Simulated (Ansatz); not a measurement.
Consider AgCl in the rock salt structure (space group Fm-3m, No. 225).

```xyz
2
Lattice="0.0000 2.8057 2.8057 2.8057 0.0000 2.8057 2.8057 2.8057 0.0000" Properties=species:S:1:pos:R:3 pbc="T T T"
Cl     0.0000     0.0000     0.0000
Ag     2.8057     2.8057     2.8057
```

The values are results of PBE (Ansatz, a program for electronic structure, PAW, no SOC), not measurements.

Before the change:

| Item | Value |
|---|---|
| Density | 5.39 g/cm³ |
| Smallest direct gap | 2.88 eV |
| Valley order | Γ 0.92 eV; X along ⟨100⟩ 2.43 eV |

Now apply this change: a hydrostatic pressure of 1.8 GPa.

Task: Predict the new density.

Result: The density grows by 0.21 g/cm³ to 5.60 g/cm³.

Task: How does this affect the smallest direct gap?

Result: The smallest direct gap rises by 0.12 eV to 3.00 eV.

Task: Predict the new valley order.

Result: The valley order (the lowest conduction-band minima on the path, energy above the VBM, named in the base's zone) becomes Γ 0.91 eV; X along ⟨100⟩ 2.37 eV (base: Γ 0.92 eV; X along ⟨100⟩ 2.43 eV).

Load acts through the strain it causes; cell and atoms are relaxed under it. Semilocal Kohn–Sham gaps tend to fall short of experiment. No phonon test of stability was made.
